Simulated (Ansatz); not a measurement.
Pair distribution function (O-Sn) of SnO2 (rutile type), cell Sn24O48, begun in the crystal structure, held near 2 GPa [in the run: it stayed crystalline; mean temperature 303 K (target 300 K); density 6.68 g/cm³, volume +5 % from the start crystal's; Γ point only, which a denser mesh shifts by 0.4 GPa in pressure and 0.01 eV/Å in forces], from MD at 303 K. All values below come from PBE (plane waves, PAW; Ansatz, a first-principles code). Volume per atom 12.48 Å³, mean pressure 1.9 GPa. 

(r (Å), g(r)): (1.30, 0.00); (1.34, 0.00); (1.38, 0.00); (1.42, 0.00); (1.46, 0.00); (1.50, 0.00); (1.54, 0.00); (1.58, 0.00); (1.62, 0.00); (1.66, 0.00); (1.70, 0.00); (1.74, 0.00); (1.78, 0.00); (1.82, 0.00); (1.86, 0.00); (1.90, 0.00); (1.94, 0.09); (1.98, 1.44); (2.02, 7.26); (2.06, 14.6); (2.10, 15.2); (2.14, 8.78); (2.18, 3.07); (2.22, 0.76); (2.26, 0.11); (2.30, 0.00); (2.34, 0.00); (2.38, 0.00); (2.42, 0.00); (2.46, 0.00); (2.50, 0.00); (2.54, 0.00); (2.58, 0.00); (2.62, 0.00); (2.66, 0.00); (2.70, 0.00); (2.74, 0.00); (2.78, 0.00); (2.82, 0.00); (2.86, 0.00); (2.90, 0.00); (2.94, 0.00); (2.98, 0.00); (3.02, 0.00); (3.06, 0.00); (3.10, 0.00); (3.14, 0.00); (3.18, 0.00); (3.22, 0.00); (3.26, 0.00); (3.30, 0.02); (3.34, 0.06); (3.38, 0.12); (3.42, 0.23); (3.46, 0.45); (3.50, 0.75); (3.54, 1.05); (3.58, 1.32); (3.62, 1.58); (3.66, 1.60); (3.70, 1.58); (3.74, 1.71); (3.78, 2.11); (3.82, 2.53); (3.86, 2.52); (3.90, 1.94); (3.94, 1.10); (3.98, 0.46); (4.02, 0.20); (4.06, 0.20); (4.10, 0.38); (4.14, 0.74); (4.18, 1.30); (4.22, 1.87); (4.26, 2.26); (4.30, 2.40); (4.34, 2.23); (4.38, 1.81); (4.42, 1.29); (4.46, 0.82); (4.50, 0.42); (4.54, 0.22); (4.58, 0.18); (4.62, 0.37); (4.66, 0.74); (4.70, 1.20); (4.74, 1.51)

### Question
State where the first shell ends and the number of neighbours in it.

### Answer
g is nil from 2.3 to 3.3 Å, so any cut there serves; 3.0 Sn round each O and 6.0 O round each Sn in the shell, from n = 4πρ∫r²g(r)dr.
